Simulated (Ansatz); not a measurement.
The parent structure is ZnCu2SnS4 (space group I-4, No. 82; a = 5.374 Å, c = 10.755 Å). Axes: x, y, z lie along a, b, c of the conventional cell.

Calculations: PBEsol (Ansatz, a quantum-chemistry and plane-wave program; PAW; 420 eV plane waves; spin-orbit coupling left out).

It is then changed as follows: the cell is stretched by 1.50 % along z with no lateral relaxation; the atoms relax in the strained cell.

### Question
Predict the new energy relative to the base and stress.

### Answer
The energy grows by 1.4 meV/atom; the stress (xx, yy, zz, yz, xz, xy; compression positive) amounts to (-0.96, -0.96, -1.55, 0.00, 0.00, 0.00) GPa.

No phonon test of stability was made. All final runs are without spin polarisation.
